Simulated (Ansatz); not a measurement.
Hf2InC (P6₃/mmc, No. 194, 8 atoms in the cell; start mp-22156), treated with r²SCAN (PAW; Ansatz, a first-principles code).

Run with plane-wave cutoff 560 eV, 18×18×4 k mesh (along the axes of the cell as run), Fermi–Dirac smearing 0.05 eV, scalar-relativistic PAW data made under PBE.

Cell (relaxed at this level):

```xyz
8
Lattice="3.3143 0.0000 0.0000 -1.6572 2.8703 0.0000 0.0000 0.0000 14.7920" Properties=species:S:1:pos:R:3 pbc="T T T"
Hf     1.6572     0.9568     8.6130
Hf     0.0000     1.9135     6.1790
Hf     0.0000     1.9135     1.2170
Hf     1.6572     0.9568    13.5750
In     1.6572     0.9568     3.6980
In     0.0000     1.9135    11.0940
C      0.0000     0.0000     7.3960
C      0.0000     0.0000     0.0000
```

### Question
Predict the bulk modulus.

### Answer

* **bulk modulus**: 139 GPa

The run finds no gap.

Note: the bulk modulus is −V dP/dV from two relaxed cells at ±2 % in volume; the relaxation could not lower the start's symmetry, so the cell can be a saddle point above a distorted one.

Spin–orbit coupling is not included; it can open a gap where bands touch, and shift volumes and moduli.

Static lattice: no zero-point or thermal effects.

Cost on a shared machine: about 15 core-minutes (a rough figure).

A start named mp-… is a Materials Project structure, which need not be a measured phase.
